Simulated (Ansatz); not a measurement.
Start from SiGe in the CsCl type structure (space group Pm-3m, No. 221; a = 3.252 Å; a hypothetical phase, not in the database extracts checked).

(Cell as relaxed with PBE.)

Levels (all Ansatz, a program for electronic structure, PAW): PBE (420 eV, spin-orbit coupling left out); PBEsol (420 eV, no spin-orbit coupling).

Each level relaxes its own structure.

```json
[
 {"quantity": "volume per atom", "PBE": "17.19 Å³", "PBEsol": "[?]"},
 {"quantity": "lattice parameter a", "PBE": "3.252 Å", "PBEsol": "[?]"},
 {"quantity": "band gap", "PBE": "zero", "PBEsol": "[?]"}
]
```

Task: What does PBEsol give?

Result: 
- volume per atom, PBEsol: 16.38 Å³
- lattice parameter a, PBEsol: 3.200 Å
- band gap, PBEsol: zero

PBE's volume per atom lies 0.81 Å³ above PBEsol's (4.9 %); PBE's lattice parameter a lies 0.052 Å above PBEsol's (1.6 %); the two agree on the band gap. Neither level is exact; PBEsol is the comparison here, not a measurement.

Stability against distortions was not tested. The final runs are not spin-polarised.
